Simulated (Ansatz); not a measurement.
PbZrO₃ (Pm-3m, No. 221, 5 atoms in the cell; start mp-1068577; cubic high-temperature phase), treated with PBE0 (Ansatz, a program for electronic structure, plane waves, PAW).

Input:

Ansatz 0.2 input:
```yaml
crystal:
  lattice:
    - [4.1595294598, 0.0, 0.0]
    - [0.0, 4.1595294598, 0.0]
    - [0.0, 0.0, 4.1595294598]
  atoms:
    - { symbol: Zr, position: [0.0, 0.0, 0.0] }
    - { symbol: Pb, position: [0.5, 0.5, 0.5] }
    - { symbol: O, position: [0.5, 0.0, 0.0] }
    - { symbol: O, position: [0.0, 0.5, 0.0] }
    - { symbol: O, position: [0.0, 0.0, 0.5] }
kpoints:
  mp_grid: { grid: [6, 6, 6] }
hamiltonian:
  xc: pbe0
  pseudopotentials: { kind: paw }
  dispersion: none
scf:
  occupations: { method: gaussian, width: 0.02 }
output:
  forces: true
  stress: true
  eigenvalues: true
basis:
  ecutwfc: 500
  ecutrho_ratio: 4
  xc_grid: 2
magnetization:
  spin_polarized: false
```

Excerpt of the program's output:

```
WARN output.stress: scf.convergence.dr2_threshold = 1e-7 eV (the SCF's general default) is looser than the 5e-10 eV advised for a printed stress (1e-10 eV for …
WARN output.stress: scf.exx.energy_threshold = 1e-6 eV is looser than the 5e-8 eV advised for a stress under a hybrid functional (1e-8 eV for each atom of the …
Crystal: 5 atoms, lattice volume = 71.967 Å³
Basis set: ecut = 500 eV, 1839 PW (Γ), exchange–correlation on 64×64×64 points (8 copies of the dense FFT grid, shifted against one another)
Bands: 27, of which v1, the nominal top of the filled ones, is band 22 counted from 1 (21 counted from 0)
Symmetry: 48 space group operations
Space group: Pm-3m (ITA 221), of the structure as read, at distance tolerance 4.2e-5 Å
k-points: 20 of 216
Functional: x = pbe(κ = 0.804, μ = 0.2195149727645171), c = pbe(β = 0.06672455060314922), warm-up for x = 0.75 pbe(κ = 0.804, μ = 0.2195149727645171) + 0.25 exact, c = pbe(β = 0.06672455060314922)
SCF iter   1: F=—  HF=-17797.261342 eV  |F-HF|=—  |Δ(HF+E_count)|=         —  Δρ=1.82e-3  dr2=1.95e-3
SCF iter   2: F=-17797.261875 eV  HF=-17797.261942 eV  |F-HF|=6.73e-5  |Δ(HF+E_count)|=   6.00e-4  Δρ=7.66e-4  dr2=2.67e-4
Crystal: 5 atoms, lattice volume = 71.967 Å³
Initial density: handed on by an earlier stage of this run
Functional: x = 0.75 pbe(κ = 0.804, μ = 0.2195149727645171) + 0.25 exact, c = pbe(β = 0.06672455060314922)
  ...
Crystal: 5 atoms, lattice volume = 71.967 Å³
SCF iter   3: F=—  HF=-17799.482866 eV  |F-HF|=—  |Δ(HF+E_count)|=   6.31e-7  Δρ=1.14e-5  dr2=5.20e-8
SCF iter   4: F=-17799.482866 eV  HF=-17799.482866 eV  |F-HF|=1.25e-9  |Δ(HF+E_count)|=   8.41e-9  Δρ=3.53e-6  dr2=3.15e-9
SCF 3 converged in 4 iterations: F = -17799.482866 eV  dr2 = 3.15e-9
Free energy (F): -17799.482866 eV
Internal energy: -17799.482866 eV  (E = F + TS)
E sigma→0 (E₀):  -17799.482866 eV
Fermi energy:    10.486078 eV
--- Forces (eV/Å), atoms counted from 1 ---
  atom   1  Zr    -0.00000000     0.00000000    -0.00000000
  atom   2  Pb     0.00000000    -0.00000000     0.00000000
  atom   3  O      0.00000000    -0.00000000    -0.00000000
  atom   4  O      0.00000000    -0.00000000     0.00000000
  atom   5  O      0.00000000    -0.00000000     0.00000000
--- Stress (GPa, compression-positive) ---
       -1.332753      -0.000000       0.000000
        0.000000      -1.332753       0.000000
        0.000000       0.000000      -1.332753
  P = ⅓ Tr σ = -1.3328 GPa (-13.328 kbar)
```

The PAW data were made under PBE.

Note: held by symmetry at 0 K, a high-temperature phase can be a saddle point. Note: cell and atoms aren't relaxed at this level (pressure -1.3 GPa).

The result took about 4 core-minutes (a rough figure).

A start named mp-… is a Materials Project structure, which need not be a measured phase.
